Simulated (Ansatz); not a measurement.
# BN: energy against strain

BN (wurtzite, P6_3mc, 5.755 Å³/atom at rest, c along z) under a strain ε along c (axis z), the other axes held. LDA in Ansatz, a plane-wave DFT program (PAW, default set), 420 eV, 15×15×8 Γ-centred mesh, Fermi-Dirac smearing 0.05 eV; ions are relaxed within the symmetry of each cell.

Here s stands for strain and y for E less E0.

| strain (%) | E less E0 (meV/atom) |
|---|---|
| -3.00 | ? |
| -1.20 | 2.91 |
| -0.60 | 0.72 |
| 0.00 | 0.00 |
| 0.60 | 0.69 |
| 1.20 | 2.74 |

Task: Using a parabola, estimate the missing y at s = -3.00 from the other rows, showing the fit.

Result: Least squares gives y = -0.001 - 0.0617·s + 1.9623·s². Residuals (row less fit): 0.011, -0.022, 0.001, 0.022, -0.011; standard error 0.025 (degrees of freedom: 2). Twice the quadratic coefficient over the volume, 2 × 1.9623 meV × 10⁴ × 0.1602 / 5.755 Å³, is the elastic constant C33 = 1093 ± 10 GPa. At the withheld row, y = -0.001 - 0.0617 × (-3.0) + 1.9623 × (-3.0)² = 17.845 meV/atom. The calculation gives 18.85 meV/atom, 1.005 meV/atom above the prediction (5.3 % of the range of y in the table). The row lies outside the fitted rows, so this is an extrapolation. From the scatter of the fitted rows alone, a prediction at this place has a standard error of 0.159 meV/atom, so the miss is 6.3 times that.

One order more, fitted to all 11 runs of the series, follows each within 0.02, so the miss is the next term of a smooth law. BN is here a metastable high-pressure form. Rows are the converged runs of the series near zero and its far end; series whose fitted rows scatter by over a few per cent of the range, as at a crossing or softening among them, aren't shown in this form. Most that stay on the fit to the last digits aren't either.
